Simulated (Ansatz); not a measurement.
Base system: GaSb in the zinc blende structure (space group F-43m, No. 216; a = 6.049 Å). Axes: x, y, z lie along the cube axes.

Level of theory: plane-wave PAW DFT at the LDA level (Ansatz, a program for electronic structure, 420 eV), no spin-orbit coupling.

Before the change:

```
Property                          Value
-----------------------------  --------
Pressure                        0.0 GPa
Shortest interatomic distance  261.9 pm
```

One thing is altered: uniaxial strain ε_zz = +2.50 %, all other strain components held at zero, atoms relaxed at fixed cell.

Q: Estimate the effect on the energy relative to the base, pressure and shortest interatomic distance.

A: The energy grows by 4.5 meV/atom; the pressure (mean of the normal stresses, compression positive) goes from zero to -1.3 GPa; the shortest interatomic distance goes up by 2.2 pm to 264.1 pm.

Stability against distortions was not tested. The final runs are not spin-polarised.
